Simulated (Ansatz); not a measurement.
A computed series for Cu3N: pressure series

Take Cu$_{3}$N (space group Pm-3m, No. 221) as the base.

```
CELL_PARAMETERS angstrom
      3.82686     0.00000     0.00000
      0.00000     3.82686     0.00000
      0.00000     0.00000     3.82686
ATOMIC_POSITIONS crystal
  Cu 0.50000 0.00000 0.00000
  Cu 0.00000 0.50000 0.00000
  Cu 0.00000 0.00000 0.50000
  N  0.00000 0.00000 0.00000
```

Cell and atoms are relaxed at each pressure.

Level of theory: PBE (Ansatz, a first-principles code; PAW; 420 eV plane waves; without spin-orbit coupling).

Problem. Only one of these keeps a band gap. Which?
A. pressure 0.9 GPa
B. pressure 22.5 GPa
C. pressure 15 GPa

Solution. A, pressure 0.9 GPa. Computed: pressure 15 GPa: zero; pressure 22.5 GPa: zero; pressure 0.9 GPa: 0.20 eV

The mesh was chosen for an insulator and is coarse for the gapless case. Load acts through the strain it causes; cell and atoms are relaxed under it. Stability against distortions was not tested. Competing high-pressure phases were not computed. All final runs are without spin polarisation. A zero or small gap of Cu3N can be the functional's error rather than a property of the material.
